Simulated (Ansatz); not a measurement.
# How far PBE and PBEsol part for hypothetical fluorite ZrSe2, isotropic strain +1.14 %

Base system: ZrSe₂ in the fluorite structure (space group Fm-3m, No. 225; a = 6.596 Å; a hypothetical phase, not in the database extracts checked; relaxed with 0.1 eV smearing).

(Cell as relaxed with PBE.)

Levels (all Ansatz, a program for electronic structure, PAW): PBE (420 eV, no SOC); PBEsol (420 eV, no spin-orbit coupling).

Each level relaxes its own structure.

```csv
base,PBE,PBEsol
volume per atom,23.91 Å³,22.96 Å³
lattice parameter a,6.596 Å,6.507 Å
band gap,zero,zero
```

Now apply this change: the cell is scaled by 1.0114 in all directions; the atoms relax in the strained cell.

```csv
quantity,PBE,PBEsol
pressure,-2.7 GPa,[?]
energy relative to the base (free energy F),+7.1 meV/atom,[?]
band gap,zero,[?]
```

Problem. What does PBEsol give?

Solution. 
- pressure, PBEsol: -2.9 GPa
- energy relative to the base (free energy F), PBEsol: +7.5 meV/atom
- band gap, PBEsol: zero

PBE's pressure lies 0.26 GPa above PBEsol's; PBE's energy relative to the base lies 0.4 meV/atom below PBEsol's; the two agree on the band gap. Neither level is exact; PBEsol is the comparison here, not a measurement.

No phonon test of stability was made. The final runs are not spin-polarised. The zero or small gap of ZrSe2 can change with the level of theory.
